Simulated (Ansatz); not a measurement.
The starting structures come from a database of crystals and need not be the phases stable at ambient conditions.

Tunnelling through a barrier is set by its complex band structure: the current falls as exp(−2κd) with the smallest κ.

Consider the following.

```
CELL_PARAMETERS angstrom
      4.92835     0.00000     0.00000
      0.00000     4.92835     0.00000
      2.46418    -2.46418     7.80936
ATOMIC_POSITIONS crystal
  K  0.35806 0.64194 0.28388
  K  0.64194 0.35806 0.71612
  Mg 0.00000 0.00000 0.00000
  Cl 0.16033 0.83967 0.67934
  Cl 0.83967 0.16033 0.32066
  Cl 0.50000 0.00000 0.00000
  Cl 0.00000 0.50000 0.00000
```

Space group of this cell: I4/mmm. The cell is taken as given.

Transport runs along the normal of the first two printed cell vectors, the (001) plane of the conventional cell.

The gap is the functional's own, uncorrected, and κ follows it; spin-orbit coupling is left out. Mid-gap values are interpolated between the computed energies.

Task: Estimate the band gap and the smallest decay constant κ at mid-gap that Ansatz (a program for electronic structure) with r2SCAN returns for this system.

Result: Gap 5.70 eV on a 6×6×6 mesh; κ = 0.432 1/Å, at the zone centre.
